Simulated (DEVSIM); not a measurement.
## Si p-i-n diode

System: Si p-i-n diode, at 300 K.

```tsv
layer (left to right)	material	thickness (μm)	Nd (cm⁻³)	Na (cm⁻³)	τn (s)	τp (s)
1	Si	0.150	-	2.3e18	0.00091	0.00091
2	Si	2.10	1.4e13	-	0.00091	0.00091
3	Si	0.210	4.8e16	-	0.00091	0.00091
```

Left contact: ohmic. Right contact: ohmic. Voltage is applied to the left contact. Recombination: SRH at mid-gap, radiative. Mobility is μmin + (μ − μmin)/(1 + (N/Nref)^α).

Constants are typed, rounded textbook-type inputs, not results; the design itself was drawn at random and stands for no fabricated device. Values at 300 K.

```tsv
parameter	Si
gap (eV)	1.124
affinity (eV)	4.05
permittivity	11.7
Nc (cm⁻³)	2.86e19
Nv (cm⁻³)	3.1e19
μn (cm²/Vs)	1417
μp (cm²/Vs)	470
μn,min	52
μp,min	45
Nref,n	9.7e16
Nref,p	2.2e17
αn	0.68
αp	0.72
B (cm³/s)	4.7e-15
```

Simulated with DEVSIM: 1D drift-diffusion, Boltzmann statistics, complete ionisation; no tunnelling, impact ionisation, image-force lowering or self-heating.

Potential step across the device at zero bias: 0.892 V
Dark forward voltage at 1 A/cm²: 0.583 V
Dark forward voltage at 100 A/cm²: 0.725 V

Small-signal capacitance in reverse bias (quasi-static):

```
V (V)  C (nF/cm²)
-----  ----------
-0.2         5.44
-0.5         5.26
-1           5.12
-1.5         5.04
-2           5.00
-3           4.94
-4           4.91
-5           4.88
-6.5         4.85
-8           4.82
-10          4.78
```

Dark forward current:

```tsv
V (V)	J (A/cm²)
0.05	1.1e-9
0.10	8.7e-9
0.15	6.0e-8
0.20	4.2e-7
0.25	2.9e-6
0.30	2.0e-5
0.35	0.00014
0.40	0.00094
0.45	0.0065
0.50	0.044
0.55	0.29
0.60	1.9
0.65	10
0.70	50
0.75	200
0.80	710
0.85	2300
```
